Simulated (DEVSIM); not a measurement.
System: Mo/SiO2/n-Ge capacitor, at 300 K.

| layer (left to right) | material | thickness (nm) | Nd (cm⁻³) |
|---|---|---|---|
| 1 | SiO2 | 10.0 | - |
| 2 | Ge | 3800 | 2.5e16 |

Metal gate on the left, work function 4.6 eV. Fixed charge at the semiconductor interface 2.5e12 cm⁻² (in units of +e); interface traps 1.1e10 cm⁻² eV⁻¹, uniform in energy, neutral level at 0.5 of the gap above the valence band.

The device is made up for the run: typed textbook-type constants, with dimensions and the other settings drawn at random. Values at 300 K.

```csv
parameter,SiO2,Ge
gap (eV),9,0.664
affinity (eV),0.9,4
permittivity,3.9,16
Nc (cm⁻³),-,1.04e19
Nv (cm⁻³),-,6e18
```

Model (solved in DEVSIM): 1D Poisson equation in equilibrium, Boltzmann statistics, complete ionisation; no quantum confinement or tunnelling. Metal contacts follow the ideal Schottky-Mott rule: no Fermi-level pinning, no interface dipoles.

Base results: flat-band voltage (V) -0.71; capacitance of the dielectric stack (μF/cm²) 0.345; minimum of the low-frequency capacitance (μF/cm²) 0.0841; threshold voltage (band bending 2φF) (V) -1.27.

Q: What follows from this one change: gate work function 4.6 → 4.45 eV?

A: flat-band voltage -0.71 → -0.86 V; capacitance of the dielectric stack little changed (0.345 μF/cm²); minimum of the low-frequency capacitance little changed (0.0841 μF/cm²); threshold voltage (band bending 2φF) -1.27 → -1.42 V.

Q: What follows from this one change: SiO2 thickness 0.01 → 0.0085 μm?

A: flat-band voltage -0.71 → -0.54 V; capacitance of the dielectric stack 0.345 → 0.406 μF/cm²; minimum of the low-frequency capacitance 0.0841 → 0.0874 μF/cm²; threshold voltage (band bending 2φF) -1.27 → -1.07 V.

Q: What follows from this one change: substrate doping 2.5e+16 → 5e+16 cm^-3?

A: flat-band voltage -0.71 → -0.70 V; capacitance of the dielectric stack little changed (0.345 μF/cm²); minimum of the low-frequency capacitance 0.0841 → 0.103 μF/cm²; threshold voltage (band bending 2φF) -1.27 → -1.38 V.

Q: What follows from this one change: interface trap density 1.1e+10 → 2e+12 cm^-2 eV^-1?

A: flat-band voltage -0.71 → -0.55 V; capacitance of the dielectric stack little changed (0.345 μF/cm²); minimum of the low-frequency capacitance 0.0841 → 0.191 μF/cm²; threshold voltage (band bending 2φF) -1.27 → -1.45 V.
